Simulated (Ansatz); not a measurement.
For SiO2 (model structure, started from the alpha quartz type, P3₁21, No. 152, 9 atoms in the cell), PBE (Ansatz, a quantum-chemistry and plane-wave program, PAW) gives:

* **lattice constant a**: 5.023 Å
* **lattice parameter c**: 5.511 Å

**Question.** What does PBE-D3(BJ) in Ansatz (plane waves, PAW) give for the same quantities?

**Answer.** 
- lattice constant a: 4.918 Å (shrinks by 2.1 %)
- lattice parameter c: 5.423 Å (falls by 1.6 %)

Changes are worked out from the printed values.

Unless a cell is named, each level is at its own relaxed cell (PBE 13.38, PBE-D3(BJ) 12.62 Å³/atom).

Ansatz's density-functional and Hartree–Fock values are scalar-relativistic unless marked +SOC, with PAW data made under PBE.

A model structure was made by putting elements into a prototype or built by hand; it is no filed structure, need not be a known phase, and can be a saddle point held by its symmetry.
